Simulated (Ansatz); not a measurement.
In2Si2O7 (Fd-3m, No. 227, 22 atoms in the cell; start mp-19784), treated with HSE06 in Ansatz (PAW).

From the output:

```
WARN output.stress: scf.convergence.dr2_threshold = 2.2e-9 eV is looser than the 1.6e-9 eV advised for a printed stress (1e-10 eV for each atom of the cell …
WARN output.stress: scf.exx.energy_threshold = 1e-6 eV is looser than the 1.6e-7 eV advised for a stress under a hybrid functional (1e-8 eV for each atom of …
Crystal: 22 atoms, lattice volume = 210.785 Å³
Basis set: ecut = 460 eV, 4693 PW (Γ), exchange–correlation on 96×96×96 points (8 copies of the dense FFT grid, shifted against one another)
Bands: 98, of which v1, the nominal top of the filled ones, is band 76 counted from 1 (75 counted from 0)
Symmetry: 48 space group operations
Space group: Fd-3m (ITA 227), of the structure as read, at distance tolerance 6.0e-5 Å
k-points: 8 of 64
SCF iter   1: F=—  HF=-32890.231906 eV  |F-HF|=—  |Δ(HF+E_count)|=         —  Δρ=3.52e-3  dr2=2.15e-2
SCF iter   2: F=—  HF=-32890.232081 eV  |F-HF|=—  |Δ(HF+E_count)|=   1.75e-4  Δρ=1.27e-3  dr2=1.20e-3
  ...
Crystal: 22 atoms, lattice volume = 210.785 Å³
Initial density: handed on by an earlier stage of this run
  ...
E sigma→0 (E₀):  -32906.451800 eV
Fermi energy:    11.203406 eV
--- Forces (eV/Å), atoms counted from 1 ---
  atom   1  In     0.00000000    -0.00000000     0.00000000
  atom   2  In     0.00000000    -0.00000000    -0.00000000
  atom   3  In     0.00000000     0.00000000     0.00000000
  atom   4  In     0.00000000    -0.00000000    -0.00000000
  atom   5  Si    -0.00000000     0.00000000    -0.00000000
  atom   6  Si    -0.00000000     0.00000000     0.00000000
  atom   7  Si    -0.00000000     0.00000000     0.00000000
  atom   8  Si    -0.00000000     0.00000000     0.00000000
  atom   9  O      0.00000000    -0.00000000    -0.04798181
  atom  10  O      0.00000000     0.00000000    -0.04798181
  atom  11  O      0.00000000     0.00000000     0.04798181
  atom  12  O      0.00000000    -0.00000000     0.04798181
  atom  13  O     -0.04798181     0.00000000    -0.00000000
  atom  14  O     -0.04798181    -0.00000000     0.00000000
  atom  15  O      0.04798181     0.00000000    -0.00000000
  atom  16  O      0.04798181    -0.00000000     0.00000000
  atom  17  O      0.00000000    -0.04798181     0.00000000
  atom  18  O     -0.00000000    -0.04798181    -0.00000000
  atom  19  O     -0.00000000     0.04798181     0.00000000
  atom  20  O      0.00000000     0.04798181    -0.00000000
  atom  21  O     -0.00000000     0.00000000     0.00000000
  atom  22  O      0.00000000     0.00000000    -0.00000000
--- Stress (GPa, compression-positive) ---
       -3.002957      -0.000000       0.000000
       -0.000000      -3.002957      -0.000000
        0.000000      -0.000000      -3.002957
  P = ⅓ Tr σ = -3.0030 GPa (-30.030 kbar)
```

**Question.** Write an input file that could have produced this run (the log leaves some choices open).

**Answer.** One answer among several that fit: 
Ansatz 0.2 input:
```yaml
crystal:
  lattice:
    - [0.0, 4.7235628793, 4.7235628793]
    - [4.7235628793, 0.0, 4.7235628793]
    - [4.7235628793, 4.7235628793, 0.0]
  atoms:
    - { symbol: In, position: [0.125, 0.125, 0.125] }
    - { symbol: In, position: [0.625, 0.125, 0.125] }
    - { symbol: In, position: [0.125, 0.125, 0.625] }
    - { symbol: In, position: [0.125, 0.625, 0.125] }
    - { symbol: Si, position: [0.625, 0.625, 0.625] }
    - { symbol: Si, position: [0.125, 0.625, 0.625] }
    - { symbol: Si, position: [0.625, 0.625, 0.125] }
    - { symbol: Si, position: [0.625, 0.125, 0.625] }
    - { symbol: O, position: [0.6964194784, 0.6964194784, 0.3035805216] }
    - { symbol: O, position: [0.9464194784, 0.9464194784, 0.5535805216] }
    - { symbol: O, position: [0.3035805216, 0.3035805216, 0.6964194784] }
    - { symbol: O, position: [0.5535805216, 0.5535805216, 0.9464194784] }
    - { symbol: O, position: [0.3035805216, 0.6964194784, 0.6964194784] }
    - { symbol: O, position: [0.5535805216, 0.9464194784, 0.9464194784] }
    - { symbol: O, position: [0.6964194784, 0.3035805216, 0.3035805216] }
    - { symbol: O, position: [0.9464194784, 0.5535805216, 0.5535805216] }
    - { symbol: O, position: [0.6964194784, 0.3035805216, 0.6964194784] }
    - { symbol: O, position: [0.9464194784, 0.5535805216, 0.9464194784] }
    - { symbol: O, position: [0.3035805216, 0.6964194784, 0.3035805216] }
    - { symbol: O, position: [0.5535805216, 0.9464194784, 0.5535805216] }
    - { symbol: O, position: [0.0, 0.0, 0.0] }
    - { symbol: O, position: [0.25, 0.25, 0.25] }
basis:
  ecutwfc: 460
  ecutrho_ratio: 4
  xc_grid: 2
kpoints:
  mp_grid: { grid: [4, 4, 4] }
hamiltonian:
  xc: hse06
  dispersion: none
  pseudopotentials: { kind: paw }
scf:
  occupations: { method: fermi_dirac, width: 0.01 }
  convergence: { dr2_threshold: 0.0000000022 }
output:
  forces: true
  stress: true
  eigenvalues: true
```

The PAW data were made under PBE.

Note: cell and atoms aren't relaxed at this level (largest force component 0.05 eV/Å, pressure -3.0 GPa).

A start named mp-… is a Materials Project structure, which need not be a measured phase.

Ansatz is a first-principles code.
